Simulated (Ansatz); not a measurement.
For TaC (Fm-3m), PBEsol, DFPT electron-phonon coupling, linearised Boltzmann equation in Ansatz (an electronic-structure program) gives a transport coupling λ_tr = 1.015 and a Drude plasma energy ħω_p = 8.31 eV.

**Question.** Estimate the resistivity at 300 K from the high-temperature formula ρ = 2π λ_tr k_B T / (ħ ε₀ ω_p²), and say how the full Boltzmann solution compares.

**Answer.** The scattering rate is 1/τ = 2π λ_tr k_B T/ħ = 2.50e14 s⁻¹ and ω_p = 1.26e16 s⁻¹, so ρ ≈ 17.7 μΩ·cm. The Boltzmann solution gives 15.0 μΩ·cm, 0.85 times the estimate; it lies lower because k_BT is not large against the phonon energies and the solution lets the distribution adjust.

A metal at this level (no band gap). Only scattering by harmonic phonons is included (no impurities, grain boundaries, electron-electron scattering or thermal expansion). Spin-orbit coupling is left out, which matters with elements this heavy. The self-energy correction of the phonons between q points moved λ by 3 %. The squared frequency of the phonon mode least converged on the k mesh is uncertain by 23 %. Halving the electron mesh (32x32x32) moves the resistivity by up to 5 % at 300 K, the coupling by up to 5 %. Smearing 0.20 eV; phonons on a 5x5x5 q mesh, which this run doesn't test.
